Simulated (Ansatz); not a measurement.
WTe2 (P6₃/mmc, No. 194, 6 atoms in the cell; start mp-1019322; a measured phase of this formula has another space group), treated with LDA (Ansatz, a first-principles code, PAW).

Run with plane-wave cutoff 520 eV, 12×12×4 k mesh (along the axes of the cell as run), Fermi–Dirac smearing 0.01 eV, no spin polarisation, scalar-relativistic PAW data made under PBE.

Cell (relaxed at this level):

```cif
data_Te4W2
_chemical_formula_sum 'Te4 W2'
_space_group_name_H-M_alt 'P 1'
_space_group_IT_number 1
_cell_length_a 3.47567
_cell_length_b 3.47567
_cell_length_c 13.82621
_cell_angle_alpha 90.000
_cell_angle_beta 90.000
_cell_angle_gamma 120.000
loop_
_space_group_symop_operation_xyz
  'x, y, z'
loop_
_atom_site_label
_atom_site_type_symbol
_atom_site_fract_x
_atom_site_fract_y
_atom_site_fract_z
_atom_site_occupancy
Te1 Te 0.33333 0.66667 0.88045 1
Te2 Te 0.66667 0.33333 0.11955 1
Te3 Te 0.66667 0.33333 0.38045 1
Te4 Te 0.33333 0.66667 0.61955 1
W1 W 0.33333 0.66667 0.25000 1
W2 W 0.66667 0.33333 0.75000 1
```

Task: What does this level give for the band gap and direct gap at Γ?

Result: 
- band gap = 0.83 eV (on the SCF k mesh)
- direct gap at Γ = 3.10 eV

Note: the relaxation could not lower the start's symmetry, so the cell can be a saddle point above a distorted one.

Spin–orbit coupling is not included; with these elements it can move the gap by several tenths of an eV or more.

The computed numbers hold no vibrational or temperature effects.

It cost around 6 core-minutes (rough) of CPU time.

A start named mp-… is a Materials Project structure, which need not be a measured phase.
